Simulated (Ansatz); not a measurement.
System: InGaN2 (P3m1, No. 156, 4 atoms in the cell; start mp-1223660). Method: HSE06 in Ansatz (plane waves, PAW).

Numerical settings: plane-wave cutoff 460 eV, 9×9×6 k mesh (along the axes of the cell as run), Fermi–Dirac smearing 0.01 eV, scalar-relativistic PAW data made under PBE.

Cell (relaxed with PBEsol):

```cif
data_GaInN2
_chemical_formula_sum 'In1 Ga1 N2'
_space_group_name_H-M_alt 'P 1'
_space_group_IT_number 1
_cell_length_a 3.35341
_cell_length_b 3.35341
_cell_length_c 5.49983
_cell_angle_alpha 90.000
_cell_angle_beta 90.000
_cell_angle_gamma 120.000
loop_
_space_group_symop_operation_xyz
  'x, y, z'
loop_
_atom_site_label
_atom_site_type_symbol
_atom_site_fract_x
_atom_site_fract_y
_atom_site_fract_z
_atom_site_occupancy
In1 In 0.00000 0.00000 0.99711 1
Ga1 Ga 0.66667 0.33333 0.49592 1
N1 N 0.66667 0.33333 0.14601 1
N2 N 0.00000 0.00000 0.60256 1
```

Task: Give the computed band gap.

Result: 
- band gap: 1.41 eV (on the SCF k mesh)

Note: cell and atoms aren't relaxed at this level (largest force component 0.12 eV/Å).

Spin–orbit coupling is not included.

A start named mp-… is a Materials Project structure, which need not be a measured phase.

Ansatz is an electronic-structure program.
